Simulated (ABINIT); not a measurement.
Band structure of SiC (F-43m, 2 atoms in the cell).

```
SiC
1.0
    0.00000     2.18000     2.18000
    2.18000     0.00000     2.18000
    2.18000     2.18000     0.00000
Si C
1 1
Direct
  0.00000   0.00000   0.00000
  0.25000   0.25000   0.25000
```

Method of the run: PBE, norm-conserving pseudopotentials (PseudoDojo nc-sr-05 PBE standard) (plane waves; ABINIT).

Settings: pseudos = [Si.upf, C.upf]; ecut = 1116 eV; ixc = 11; occopt = 3; tsmear = 0.00073499 Ha; ngkpt = 10 10 10; nshiftk = 1; shiftk = 0 0 0; potentials = PseudoDojo nc-sr-05 PBE standard; kptopt = 1; nstep = 80; toldfe1 = 1e-09 Ha; ndtset = 2.

The starting cell has typed, rounded lattice constants, without a prior relaxation at this level.

### Question
Predict the gap along the standard path and the places of the band edges.

### Answer
The gap along the path is 1.36 eV, from Γ to X; the smallest direct gap on it is 4.55 eV.

Levels in eV from the top of the valence band on the SCF mesh, bands 1 to 8:
```csv
point,1,2,3,4,5,6,7,8
Γ,-15.40,0.00,0.00,0.00,6.21,7.30,7.30,7.30
X,-10.39,-7.80,-3.19,-3.19,1.36,4.33,13.98,13.98
W,-10.16,-7.02,-4.99,-4.69,5.21,9.43,9.44,9.79
K,-10.39,-7.27,-5.54,-2.60,3.11,7.77,11.83,12.43
L,-11.84,-8.53,-1.05,-1.05,5.42,7.23,7.23,10.05
U,-10.39,-7.27,-5.54,-2.60,3.11,7.77,11.83,12.43
```
